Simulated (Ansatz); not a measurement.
Consider Sr in the fcc (Cu type) structure (space group Fm-3m, No. 225; a = 5.923 Å).

Computed with PBEsol/PAW in Ansatz (a quantum-chemistry and plane-wave program), spin-orbit coupling left out.

Strains are applied to the cell and any free atomic positions relax.

One change was made to it. Results:

```tsv
quantity	base	after
pressure	0.0 GPa	0.6 GPa
energy relative to the base (free energy F)	0 meV/atom	+4.2 meV/atom
```

Q: Which of these changes matches the shifts?
(A) isotropic strain −1.50 %
(B) isotropic strain +2.00 %
(C) isotropic strain −1.00 %

A: A, isotropic strain −1.50 %. For comparison, the energy relative to the base in the other runs: isotropic strain −1.00 % gives +1.8 meV/atom; isotropic strain +2.00 % gives +6.8 meV/atom.

Whether these cells are dynamically stable was not tested.
